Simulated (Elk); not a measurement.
Band structure of MgAl2C2 (P-3m1, 5 atoms in the cell).

```yaml
crystal:
  lattice:
    - [3.34691, 0.00000, 0.00000]
    - [-1.67345, 2.89851, 0.00000]
    - [0.00000, 0.00000, 5.74859]
  atoms:
    - { symbol: Mg, position: [0.00000, 0.00000, 0.00000] }
    - { symbol: Al, position: [0.66667, 0.33333, 0.35001] }
    - { symbol: Al, position: [0.33333, 0.66667, 0.64999] }
    - { symbol: C, position: [0.33333, 0.66667, 0.27008] }
    - { symbol: C, position: [0.66667, 0.33333, 0.72992] }
```

Level of theory: PBEsol, all-electron FP-LAPW, Elk's shipped species files, LAPW+lo basis (Elk).

Settings: xctype = 22; rgkmax = 8; stype = 0; swidth = 0.0001 Ha; ngridk = 8 8 4; gmaxvr = 14 1/bohr; nxoapwlo = 1; rmtscf = 0.88; maxscl = 100.

The starting cell comes from a database of computed structures (which also holds hypothetical and non-ambient phases and stackings), without a prior relaxation at this level. Its lattice was rescaled by a random factor within 2.5 % of one. Values depend on the basis (sphere radii, cutoffs, local orbitals), which need not be converged.

Levels in eV from the Fermi level, bands 15 to 22:
```csv
point,15,16,17,18,19,20,21,22
Γ,-1.09,-0.24,-0.19,-0.19,3.48,4.74,6.72,6.72
M,-3.76,-2.61,-2.21,-1.04,1.97,4.45,4.75,6.65
K,-4.82,-3.43,-2.68,-2.68,2.32,5.95,5.95,6.78
A,-0.91,-0.91,-0.40,-0.40,4.58,5.55,6.63,6.63
L,-2.39,-1.91,-1.61,-1.42,1.84,3.57,4.09,4.75
H,-5.36,-4.22,-1.12,-1.12,3.51,3.51,4.27,6.23
```
